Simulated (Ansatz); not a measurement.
The starting structures come from a database of crystals and need not be the phases stable at ambient conditions.

**Evanescent states of YHSe (P-6m2, not sure to be the ambient phase, 3 atoms a cell, 16.7 Å³ an atom) along the normal of (111)**

Method: r2SCAN (plane waves, PAW; Ansatz, a first-principles code).

The gap is the functional's own, uncorrected, and κ follows it; spin-orbit coupling is left out. Mid-gap values are interpolated between the computed energies.

Energies count from the valence-band top; κ is the least over a 6×6 mesh across the current.

| E (eV) | κ (1/Å) | where |
|---|---|---|
| 0.06 | 0.054 | off Γ |
| 0.17 | 0.090 | off Γ |
| 0.28 | 0.112 | off Γ |
| 0.39 | 0.129 | off Γ |
| 0.49 | ___ | off Γ |
| 0.60 | ___ | off Γ |
| 0.71 | ___ | off Γ |
| 0.82 | ___ | off Γ |
| 0.94 | ___ | off Γ |
| 1.04 | ___ | off Γ |
| 1.16 | ___ | off Γ |
| 1.26 | ___ | off Γ |
| 1.38 | ___ | off Γ |
| 1.49 | ___ | off Γ |
| 1.59 | ___ | off Γ |
| 1.71 | 0.143 | Γ |
| 1.81 | 0.120 | Γ |
| 1.93 | 0.090 | Γ |
| 2.04 | 0.036 | Γ |

Q: Some entries are withheld; supply them.

A: 
- 0.49, κ (1/Å): 0.141
- 0.60, κ (1/Å): 0.151
- 0.71, κ (1/Å): 0.158
- 0.82, κ (1/Å): 0.163
- 0.94, κ (1/Å): 0.167
- 1.04, κ (1/Å): 0.169
- 1.16, κ (1/Å): 0.170
- 1.26, κ (1/Å): 0.169
- 1.38, κ (1/Å): 0.167
- 1.49, κ (1/Å): 0.163
- 1.59, κ (1/Å): 0.158
